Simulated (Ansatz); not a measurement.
Start from LiCl in the rock salt structure (space group Fm-3m, No. 225; a = 5.1504 Å).

The values are results of DFT with PBE, PAW potentials and a 420 eV plane-wave cutoff in Ansatz (an electronic-structure program), spin-orbit coupling left out, not measurements.

Base values:

The band gap is 6.26 eV.

Perturbation: every lattice vector is shortened by 2.00 %, atoms relaxed at fixed cell.

### Question
What does the calculation give for the band gap and energy relative to the base after the change?

### Answer
The band gap rises by 0.356 eV (6.26 eV → 6.61 eV); the energy goes up by 6.5 meV/atom.

The cells carry an imposed strain or load. Whether these cells are dynamically stable was not tested.
